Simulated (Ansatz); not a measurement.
An Ansatz (a program for electronic structure) run: Ge with a change (isotropic strain −2.50 %); PBE in Ansatz (plane waves to 420 eV, PAW, without spin-orbit coupling).

Input:

Ansatz 0.2 input:
```yaml
crystal:
  lattice:
    - [0, 2.808816578, 2.808816578]
    - [2.808816578, 0, 2.808816578]
    - [2.808816578, 2.808816578, 0]
  atoms:
    - { symbol: Ge, position: [0, 0, 0] }
    - { symbol: Ge, position: [0.25, 0.25, 0.25] }
basis: { ecutwfc: 420, ecutrho_ratio: 4, xc_grid: 2, fft_grid_basis: typed }
kpoints: { mp_grid: { grid: [14, 14, 14] } }
hamiltonian:
  xc: pbe
  dispersion: none
  pseudopotentials: { kind: paw }
scf: { occupations: { method: fermi_dirac, width: 0.05 }, convergence: { dr2_threshold: 0.0000000002 } }
relax: { f_tol: 0.005, max_steps: 50 }
output: { forces: true, stress: true }
checkpoint: { write: state.ck, write_every: 1000 }
```

Output (explanatory and most iteration lines left out):

```
Relaxation: its limit of steps is 50 (relax.max_steps)
Pseudopotential: Ge, paw, valence charge 14
Crystal: 2 atoms, lattice volume = 44.320 Å³
Basis set: ecut = 420 eV, 893 PW (Γ), exchange–correlation on 54×54×54 points (8 copies of the dense FFT grid, shifted against one another)
Bands: 18, of which v1, the nominal top of the filled ones, is band 14 counted from 1 (13 counted from 0)
Symmetry: 48 space group operations
Space group: Fd-3m (ITA 227), of the structure as read, at distance tolerance 3.5e-5 Å
k-points: 104 of 2744
Functional: x = pbe(κ = 0.804, μ = 0.2195149727645171), c = pbe(β = 0.06672455060314922)
SCF iter   1: F=—  HF=-8589.914357 eV  |F-HF|=—  |Δ(HF+E_count)|=         —  Δρ=1.19e-3  dr2=5.88e-4  ethr=1.77e-3  ⟨swp⟩=6.0  Hψ=8959  notcnv=0
SCF iter   2: F=—  HF=-8589.913857 eV  |F-HF|=—  |Δ(HF+E_count)|=   5.01e-4  Δρ=8.65e-4  dr2=1.84e-4  ethr=2.10e-6  ⟨swp⟩=2.0  Hψ=3984  notcnv=0
SCF 1 converged in 7 iterations: F = -8589.913874 eV  dr2 = 4.36e-11
relax step   1: F+E_penalty+E_count = -8589.91387363 eV  Δ(F+E_penalty+E_count) = +0.000e0 eV  max|allowed force component| = 2.776e-17 eV/Å  Δτ_max = 0.0000 Å  (7 SCF iters, accepted)
SCF converged after 7 iterations
Free energy (F): -8589.913874 eV
Internal energy: -8589.913699 eV  (E = F + TS)
E sigma→0 (E₀):  -8589.913786 eV
Entropy (-TS):   -0.000174 eV (-0.087 meV/atom)
Fermi energy:    8.972372 eV
--- Forces (eV/Å), atoms counted from 1 ---
  atom   1  Ge    -0.00000000     0.00000000     0.00000000
  atom   2  Ge     0.00000000    -0.00000000     0.00000000
--- Stress (GPa, compression-positive) ---
        5.354785       0.000000      -0.000000
        0.000000       5.354785      -0.000000
        0.000000      -0.000000       5.354785
  P = ⅓ Tr σ = 5.3548 GPa (53.548 kbar)
--- Relaxed structure (1 steps of the walk, 1 accepted, 0 SCFs on fresh bases) ---
  atoms:
    - { symbol: Ge, position: [0.0, 0.0, 0.0] }
    - { symbol: Ge, position: [0.24999999999999997, 0.24999999999999997, 0.24999999999999997] }
```

No phonon test of stability was made. The cell was made from Ge in the diamond structure (space group Fd-3m, No. 227) by this change: isotropic strain −2.50 %.
